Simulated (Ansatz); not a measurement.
# GaP under a change: uniaxial strain ε_zz = −2.50 %

Take GaP in the zinc blende structure (space group F-43m, No. 216; a = 5.451 Å) as the base. Axes: x, y, z lie along the cube axes.

Now apply this change: the cell is compressed by 2.50 % along z with no lateral relaxation, atoms relaxed at fixed cell.

Calculations: Kohn–Sham DFT with the r2SCAN functional, run in Ansatz (a first-principles code) with PAW and 500 eV plane waves, no spin-orbit coupling. k-mesh 10×10×10 (Γ-centred); smearing 0.05 eV (Fermi–Dirac).

The volume per atom shrinks by 0.51 Å³ to 19.74 Å³ and the shortest interatomic distance decreases by 0.0195 Å to 2.341 Å. The energy goes up by 5.7 meV/atom and the pressure (mean of the normal stresses, compression positive) goes from zero to 2.34 GPa. The band gap decreases by 0.30 eV, from 1.85 eV to 1.55 eV and the gap character comes out as indirect, Γ → Γ–M (87 % along). The electron mass goes from 1.1 mₑ along k, 0.23 mₑ across (off the special points) to 0.98 mₑ along k, 0.23 mₑ across (off the special points) and the hole mass comes out as 0.14 mₑ along z, 0.34 mₑ across (at Γ). The valence-band top at Γ (three highest levels, from the VBM) changes from 0.00, 0.00, 0.00 eV to 0.00, -0.15, -0.15 eV and the stress (xx, yy, zz, yz, xz, xy; compression positive) is (1.68, 1.68, 3.66, 0.00, 0.00, 0.00) GPa.

Final structure:

```yaml
crystal:
  lattice:
    - [0.00000, 2.72566, 2.65751]
    - [2.72566, 0.00000, 2.65751]
    - [2.72566, 2.72566, 0.00000]
  atoms:
    - { symbol: Ga, position: [0.00000, 0.00000, 0.00000] }
    - { symbol: P, position: [0.25000, 0.25000, 0.25000] }
```

Cost of the whole job for the changed cell (relaxation, final SCF and bands): about 40 core-seconds (a rough figure).

Effective masses come from finite differences of ±0.01 Å⁻¹. Along k means along the line from Γ to the band edge. No phonon test of stability was made. k-point labels follow each cell's own Brillouin zone.
